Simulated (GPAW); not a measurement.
Checking a run of GPAW on SbPd (P1, 4 atoms in the cell). The aim is a self-consistent single point with DFT PBEsol, plane waves, GPAW PAW datasets PBEsol (made by gpaw-setup).

Cell that was meant: a = 4.0753 Å, b = 4.0753 Å, c = 5.5910 Å, α = 90.00°, β = 90.00°, γ = 120.00°.

Part of the input:

```python
            nbands=-12,
            convergence={'forces': 0.001},
            symmetry={'symmorphic': False, 'tolerance': 0.0005},
            charge=1,
            maxiter=150,
            txt='-')
```

Output (repeated stretches shortened):

```
Input parameters:
  charge: 1
  convergence: {forces: 0.001}
  kpts: [5 5 3]
  maxiter: 150
  mode: {ecut: 550,
         name: pw}
   [... lines left out ...]
   3 Pd    -0.057445   -0.024338    2.780354    ( 0.0000,  0.0000,  0.0000)

Unit cell:
           periodic     x           y           z      points  spacing
  1. axis:    yes    4.075300    0.000000    0.000000    24     0.1471
  2. axis:    yes   -2.037650    3.529313    0.000000    24     0.1471
  3. axis:    yes    0.000000    0.000000    5.591000    32     0.1747

  Lengths:   4.075300   4.075300   5.591000
  Angles:   90.000000  90.000000 120.000002

Effective grid spacing dv^(1/3) = 0.1634
     iter     time        total  log10-change:
                         energy   eigst   dens  force
iter:   1 --:--:--   -30.776347
iter:   2 --:--:--   -30.354273   -0.57  -1.42
iter:   3 --:--:--   -29.597056   -0.87  -1.46
iter:   4 --:--:--   -29.578537   -1.80  -1.71
iter:   5 --:--:--   -29.404988   -2.23  -1.65
iter:   6 --:--:--   -29.382691   -2.33  -2.15
iter:   7 --:--:--   -29.374417   -3.72  -2.59
iter:   8 --:--:--   -29.371882c  -3.77  -2.78
iter:   9 --:--:--   -29.371844c  -4.58  -3.25
iter:  10 --:--:--   -29.371636c  -5.00  -3.26
iter:  11 --:--:--   -29.371470c  -4.84  -3.37
iter:  12 --:--:--   -29.371455c  -5.38  -3.61
iter:  13 --:--:--   -29.371454c  -5.76  -3.74
iter:  14 --:--:--   -29.371437c  -5.84  -3.86
iter:  15 --:--:--   -29.371435c  -6.76  -3.99
iter:  16 --:--:--   -29.371434c  -7.07  -4.31c
iter:  17 --:--:--   -29.371434c  -7.41c -4.69c
iter:  18 --:--:--   -29.371433c  -8.32c -4.86c -3.35c
Converged after 18 iterations.

Dipole moment: (2.783071, 0.030118, 0.020357) |e|*Ang

Energy contributions relative to reference atoms: (reference = -626730.767295)

Kinetic:        -69.370230
Potential:      +37.822957
External:        +0.000000
XC:              +2.240231
Entropy (-ST):   -0.089780
Local:           -0.019501
SIC:             +0.000000
--------------------------
Free energy:    -29.416323
Extrapolated:   -29.371433

Showing only first 2 kpts
 Kpt  Band  Eigenvalues  Occupancy
  0    28      8.82175    0.26848
  0    29      9.64375    0.00008
  0    30      9.97717    0.00000
  0    31     11.84200    0.00000

  1    28      8.24388    1.96089
  1    29      9.78414    0.00002
  1    30     10.68866    0.00000
  1    31     10.87990    0.00000

   [... lines left out ...]
Fermi level: 8.63536
No gap
   [... lines left out ...]

Forces in eV/Ang:
  0 Sb   -0.96778   -0.06041   -0.02117
  1 Sb   -0.30466   -0.10564   -0.07196
  2 Pd    0.62025    0.01504   -0.16392
  3 Pd    0.65291    0.15094    0.25751

Stress tensor:
     0.186188    -0.008296    -0.002169
    -0.008296     0.182776    -0.000145
    -0.002169    -0.000145     0.177857
Stress (GPa, Voigt): [ 2.98306e+01  2.92839e+01  2.84958e+01 -2.32000e-02 -3.47400e-01
 -1.32920e+00]
```

Question: Can these results be used? Check the input.

Answer: The run is not sound. The fault is an unintended net charge. A charged periodic cell changes the electron count and is neutralised by a uniform background, so energy, forces and pressure belong to another system. To fix it, remove the charge. The run converged in 18 iterations without an error; against the sound input the pressure goes from 0.68 to -29.20 GPa and the largest force goes from 1.016 to 0.970 eV/Å.

The sound input it was made from differs as follows (other fixes are possible):
```diff
-            charge=1,
```

With that input, the run converged in 28 iterations: free energy E − TS (from the program's reference atoms) -20.5983 eV; Fermi level (on the code's own zero) 9.02 eV; pressure 0.68 GPa; largest force (vector length) 1.016 eV/Å (DFT PBEsol, plane waves, GPAW PAW datasets PBEsol (made by gpaw-setup)).

On the sound input: the starting cell comes from a database of published, mostly measured structures (it also holds non-ambient and calculated ones), without a prior relaxation at this level. Its atoms were displaced at random from the sites of space group no. 194. Spin polarisation is off. Forces in this geometry exceed 1 eV/Å. Without a gap this mesh is coarse (it stands for a supercell whose shortest vector is 17 Å).
